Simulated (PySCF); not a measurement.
PySCF 2.14.0, TPSSH/def2-svpd, df: Ti(OH)2(NH2)(Me) ([CH3][Ti]([NH2])([OH])[OH]), 12 atoms. The geometry is a generated start, not checked to be a minimum at this level.

```json
{
  "task": "energy",
  "method": "tpssh",
  "basis": "def2-svpd",
  "two_electron_scheme": "density fitting",
  "mol.max_memory": "3000 MB",
  "mf.max_cycle": "100",
  "mf.conv_tol": "1e-09 (default)",
  "mf.grids.level": "3 (default)",
  "basis_functions": "176",
  "grid_points": "145744"
}
```

```xyz
12

Ti     0.4756    -0.2212    -0.1513
O      1.3861     0.8171    -1.1605
H      2.0225     1.4206    -1.5495
O      1.0861    -1.1945     1.1128
H      1.5477    -1.7007     1.7795
N     -0.7832    -1.1652    -1.1465
H     -0.9045    -1.0928    -2.1553
H     -1.1935    -2.0484    -0.8414
C     -0.7409     1.1105     0.8817
H     -0.1329     1.7693     1.5139
H     -1.4437     0.5703     1.5259
H     -1.3192     1.7351     0.1908
```

Charge 0 and multiplicity 1 are set for this test and not shown to be the ground state.

With the defaults (mf.DIIS = CDIIS, mf.diis = true, mf.diis_damp = 0, mf.init_guess = minao, mf.diis_space = 8, mf.damp = 0, mf.diis_start_cycle = 1) it converges in 15 Fock builds. One run each on 2 threads, 1 BLAS thread, with these changes:
- mf.init_guess = mod_huckel
- mf.DIIS = EDIIS
- mf.DIIS = ADIIS
- mf.diis_space = 5
- mf.diis = false
- mf.init_guess = sap
- mf.diis_damp = 0.3
- mf.init_guess = 1e
- mf.damp = 0.3, mf.diis_start_cycle = 4

Name the settings that don't reach the solution of the defaults.

No convergence: mf.DIIS = EDIIS; mf.diis = false (the run ends without SCF convergence in 100 cycles). The rest reach the solution of the defaults.

```json
[
 {"setting": "mf.diis_damp = 0.3", "Fock builds": "13", "end": "same solution"},
 {"setting": "the defaults", "Fock builds": "15", "end": "same solution"},
 {"setting": "mf.diis_space = 5", "Fock builds": "15", "end": "same solution"},
 {"setting": "mf.init_guess = sap", "Fock builds": "16", "end": "same solution"},
 {"setting": "mf.init_guess = 1e", "Fock builds": "21", "end": "same solution"},
 {"setting": "mf.DIIS = ADIIS", "Fock builds": "24", "end": "same solution"},
 {"setting": "mf.init_guess = mod_huckel", "Fock builds": "28", "end": "same solution"},
 {"setting": "mf.damp = 0.3, mf.diis_start_cycle = 4", "Fock builds": "31", "end": "same solution"},
 {"setting": "mf.DIIS = EDIIS", "Fock builds": "101", "end": "no convergence"},
 {"setting": "mf.diis = false", "Fock builds": "101", "end": "no convergence"}
]
```
